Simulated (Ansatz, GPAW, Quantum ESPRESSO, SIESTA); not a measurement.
One structure in several programs: As2Ru (Pnnm, 6 atoms in the cell)

Relaxation of cell and atoms.

```
As2Ru
1.0
    5.43556     0.00000     0.00000
    0.00000     6.20595     0.00000
    0.00000     0.00000     3.00115
As Ru
4 2
Direct
  0.32922   0.86635   0.50000
  0.67078   0.13365   0.50000
  0.82922   0.63365   0.00000
  0.17078   0.36635   0.00000
  0.50000   0.50000   0.50000
  0.00000   0.00000   0.00000
```

Shared settings, as Ansatz (a program for electronic structure) writes them: kpoints.mp_grid.grid = 3 3 6; scf.occupations.method = fermi_dirac; scf.occupations.width = 0.01 eV. Potentials and cutoffs stand in the table.

```tsv
code	model	final volume (Å³/atom)	gap on the mesh (eV)	cutoff
Ansatz	LDA (PW92), PAW files made with PBE	16.25	0.715	420 eV
GPAW	LDA (Perdew-Wang 92), GPAW PAW datasets LDA (gpaw-data 1.0.1)	16.24	0.699	600 eV
Quantum ESPRESSO	LDA (PZ), GBRV 1.5 ultrasoft (LDA) pseudopotentials	16.35	0.713	40 Ry
SIESTA	LDA PW92, numerical atomic orbitals DZP, PseudoDojo LDA standard norm-conserving potentials (rewritten from UPF to PSML)	16.71	0.659	grid 300 Ry
```

Gaps are read on the mesh.

The spread over the programs that give each value: final volume within 0.47 Å³/atom; gap on the mesh within 0.056 eV.

SIESTA uses small atom-centred bases, whose incompleteness enters pressures, forces and empty levels differently from a plane-wave cutoff. The same LDA comes in different parametrisations, which differ slightly. The programs treat the finite-basis stress differently while the cell relaxes: Ansatz adds an estimate of it.

The starting cell comes from a database of computed structures (which also holds hypothetical and non-ambient phases and stackings), without a prior relaxation at this level.

Keys are those of Ansatz 0.2.
